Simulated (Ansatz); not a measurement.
The reference is SiO2 in the rutile structure (space group P4_2/mnm, No. 136; a = 4.236 Å, c = 2.690 Å). Axes: x, y, z lie along a, b, c of the conventional cell.

Perturbation: compressive biaxial strain of 4.83 % in the plane normal to [001], as in epitaxy on a mismatched substrate; the out-of-plane cell vector and the atoms relax.

Levels (all Ansatz, a program for electronic structure, PAW): PBE (420 eV, scalar-relativistic without spin-orbit coupling); r2SCAN (500 eV, without spin-orbit coupling); HSE06 (420 eV, no spin-orbit coupling); PBE+SOC (420 eV, spin-orbit coupling included).

One geometry, relaxed with PBE, under each level:

The valence-band top lists the three highest levels at Γ (Kramers pairs under SOC), from the VBM.

| level | band gap | lowest conduction level above the VBM at special points | valence-band top at Γ | electron mass | hole mass | pressure |
|---|---|---|---|---|---|---|
| PBE | 5.87 eV | Γ 5.87 eV; M 7.32 eV; X 7.58 eV; A 7.72 eV | 0.00, -0.81, -0.81 eV | 0.35 mₑ out of plane, 0.52 mₑ in plane (at Γ) | 1.2 mₑ out of plane, 1.1 mₑ in plane (at Γ) | 201.0 kbar |
| r2SCAN | 6.83 eV | Γ 6.83 eV; M 8.32 eV; X 8.55 eV; A 8.77 eV | – | – | – | 104.9 kbar |
| HSE06 | ___ | ___ | – | – | – | – |
| PBE+SOC | 5.87 eV | Γ 5.87 eV; M 7.32 eV; X 7.58 eV; A 7.72 eV | 0.00, -0.80, -0.82 eV | 0.35 mₑ out of plane, 0.52 mₑ in plane (at Γ) | 1.2 mₑ out of plane, 1.1 mₑ in plane (at Γ) | 201.0 kbar |

Give the withheld HSE06 results.


- HSE06, band gap: 7.91 eV
- HSE06, lowest conduction level above the VBM at special points: Γ 7.91 eV; M 9.48 eV; X 9.72 eV

Single points use the geometry relaxed with PBE. Their cutoffs differ, which shifts pressures a little. Differences between runs with and without spin-orbit coupling are approximate. Masses are band curvatures over ±0.01 Å⁻¹ around the edge. Stability against distortions was not tested.
